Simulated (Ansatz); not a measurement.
Abridged Ansatz (an electronic-structure program) output:

```
Relaxation: its limit of steps is 60 (relax.max_steps)
Pseudopotential: La, paw, valence charge 11
Pseudopotential: O, paw, valence charge 6
Crystal: 5 atoms, lattice volume = 80.503 Å³
Basis set: ecut = 420 eV, 1557 PW (Γ), exchange–correlation on 54×54×90 points (8 copies of the dense FFT grid, shifted against one another)
Bands: 25, of which v1, the nominal top of the filled ones, is band 20 counted from 1 (19 counted from 0)
Symmetry: 12 space group operations
k-points: 40 of 320
Functional: x = pbesol(κ = 0.804, μ = 0.12345679012345678), c = pbesol(β = 0.046)
SCF iter   1: F=—  HF=-14014.758853 eV  |F-HF|=—  |Δ(HF+E_count)|=         —  Δρ=1.54e-2  dr2=1.72e-1  ethr=1.77e-3  ⟨swp⟩=5.5  Hψ=4703  notcnv=0
SCF iter   2: F=—  HF=-14014.727141 eV  |F-HF|=—  |Δ(HF+E_count)|=   3.17e-2  Δρ=5.71e-3  dr2=1.98e-2  ethr=4.31e-4  ⟨swp⟩=3.4  Hψ=2349  notcnv=0  defer=40
SCF 1 converged in 8 iterations: F = -14014.723486 eV  dr2 = 1.38e-8
relax step   1: F+E_penalty+E_count = -14014.72348590 eV  Δ(F+E_penalty+E_count) = +0.000e0 eV  max|allowed force component| = 1.749e-4 eV/Å  Δτ_max = 0.0000 Å  P = -0.998 GPa  Ω = 80.503 Å³  (8 SCF iters, dr2 threshold 1.00e-7 eV, accepted)
[... steps on the carried basis left out ...]
relax step   8: F+E_penalty+E_count = -14014.71669722 eV  Δ(F+E_penalty+E_count) = -1.440e-4 eV  max|allowed force component| = 7.304e-5 eV/Å  Δτ_max = 0.0000 Å  P = -1.997 GPa  Ω = 81.229 Å³  stress off target by 6.00e-3 GPa  SCF on the basis re-selected at this cell (its energy is not comparable with the rows above)  (7 SCF iters)
SCF converged after 7 iterations
Free energy (F): -14014.716697 eV
Internal energy: -14014.716697 eV  (E = F + TS)
E sigma→0 (E₀):  -14014.716697 eV
Fermi energy:    11.549357 eV
--- Forces (eV/Å), atoms counted from 1 ---
  atom   1  La    -0.00000000     0.00000000     0.00007304
  atom   2  La     0.00000000    -0.00000000    -0.00007304
  atom   3  O     -0.00000000     0.00000000     0.00001034
  atom   4  O      0.00000000    -0.00000000    -0.00001034
  atom   5  O      0.00000000     0.00000000     0.00000000
--- Stress (GPa, compression-positive) ---
       -1.998556       0.000000      -0.000000
        0.000000      -1.998556       0.000000
       -0.000000       0.000000      -1.994004
  P = ⅓ Tr σ = -1.9970 GPa (-19.970 kbar)
--- Relaxed structure (6 steps of the walk, 5 accepted, 2 SCFs on fresh bases) ---
  cell:  # Å, volume = 81.2289 Å³
    - [3.918713251099692, 2.8914857073913776e-11, -2.32669390390812e-34]
    - [-1.959356625574887, 3.3937052255845837, -2.301636537726796e-33]
    - [-3.6118402313289525e-34, -4.334208277594743e-33, 6.1079137405343875]
  atoms:
    - { symbol: La, position: [0.6666666666666666, 0.33333333333333337, 0.24675609169268917] }
    - { symbol: La, position: [0.3333333333333333, 0.6666666666666667, 0.7532439083073111] }
    - { symbol: O, position: [0.3333333333333333, 0.6666666666666667, 0.3548103247734788] }
    - { symbol: O, position: [0.6666666666666666, 0.33333333333333337, 0.6451896752265212] }
    - { symbol: O, position: [-2.3251667849503497e-35, 1.4210808428187766e-35, -1.7852124880382394e-21] }
```

What was computed, and what are the main results?

La2O3, 5 atoms in the cell, with PBEsol/PAW in Ansatz, no SOC, from a series relaxed to a target (pressure −2 GPa). The last SCF converged to F = -14014.716697 eV, or -2802.9433 eV per atom, at a pressure of -2.00 GPa. The total energy compares only with runs of the same code, potentials and settings.

Load acts through the strain it causes; cell and atoms are relaxed under it. No phonon test of stability was made. The cell was made from La2O3 (space group P-3m1, No. 164) by this change: pressure −2 GPa.

Keys are those of Ansatz 0.2.
